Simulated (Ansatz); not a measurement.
The starting structures come from a database of crystals and need not be the phases stable at ambient conditions.

Inside the gap of an insulator the Bloch states are evanescent, with a wavenumber k + iκ along the transport direction.

Data:

```yaml
crystal:
  lattice:
    - [7.58353, 0.00000, 0.00000]
    - [0.00000, 7.58353, 0.00000]
    - [0.00000, 0.00000, 10.79019]
  atoms:
    - { symbol: Tl, position: [0.50000, 0.00000, 0.75000] }
    - { symbol: Tl, position: [0.50000, 0.00000, 0.25000] }
    - { symbol: Tl, position: [0.00000, 0.50000, 0.75000] }
    - { symbol: Tl, position: [0.00000, 0.50000, 0.25000] }
    - { symbol: Te, position: [0.50000, 0.50000, 0.50000] }
    - { symbol: Te, position: [0.00000, 0.00000, 0.00000] }
    - { symbol: Br, position: [0.76685, 0.73983, 0.50000] }
    - { symbol: Br, position: [0.23315, 0.26017, 0.50000] }
    - { symbol: Br, position: [0.26017, 0.76685, 0.50000] }
    - { symbol: Br, position: [0.73983, 0.23315, 0.50000] }
    - { symbol: Br, position: [0.26685, 0.76017, 0.00000] }
    - { symbol: Br, position: [0.73315, 0.23983, 0.00000] }
    - { symbol: Br, position: [0.76017, 0.73315, 0.00000] }
    - { symbol: Br, position: [0.23983, 0.26685, 0.00000] }
    - { symbol: Br, position: [0.00000, 0.00000, 0.25218] }
    - { symbol: Br, position: [0.00000, 0.00000, 0.74782] }
    - { symbol: Br, position: [0.50000, 0.50000, 0.24782] }
    - { symbol: Br, position: [0.50000, 0.50000, 0.75218] }
```

Space group of this cell: P4/mnc. The cell was relaxed by PBE-D3(BJ); by PBEsol its mean pressure is -1.4 GPa.

Transport runs along the normal of the first two printed cell vectors, the (001) plane of the conventional cell.

No gap correction and no spin-orbit coupling; mid-gap values are interpolated between computed energies.

Question: Compute, with PBEsol run with Ansatz (an electronic-structure program), the band gap and the smallest decay constant κ at mid-gap.

Answer: Gap 1.85 eV on a 4×4×4 mesh; κ = 0.234 1/Å, at (0.500, 0.000) of the in-plane reciprocal vectors. At the zone centre, at the nearest computed energy, the slowest state has κ = 0.29 1/Å.
